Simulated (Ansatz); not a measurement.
The reference is Hf in the hcp (Mg type) structure (space group P6_3/mmc, No. 194; a = 3.204 Å, c = 5.073 Å; relaxed with 0.1 eV smearing). Axes: x lies along a and z along c of the hexagonal cell.

All numbers come from Kohn–Sham DFT with the PBE functional, run in Ansatz (a program for electronic structure) with PAW and 420 eV plane waves, spin-orbit coupling left out.

Now apply this change: uniaxial strain ε_zz = −1.50 %, all other strain components held at zero; the atoms relax in the strained cell.

Task: Predict the stress tensor and what it implies for the stiffness.

Result: Stress of the strained cell less that of the base (GPa, compression positive):
```
    1.0     0.0     0.0
    0.0     1.0     0.0
    0.0     0.0     3.0
```

Then −Δσ_ii/ε with ε = -0.0150 gives secant stiffness values (nonlinear terms included at this strain): C33 ≈ 203 GPa, C13 ≈ 70 GPa and C23 ≈ 70 GPa.

Stability against distortions was not tested. The final runs are not spin-polarised.
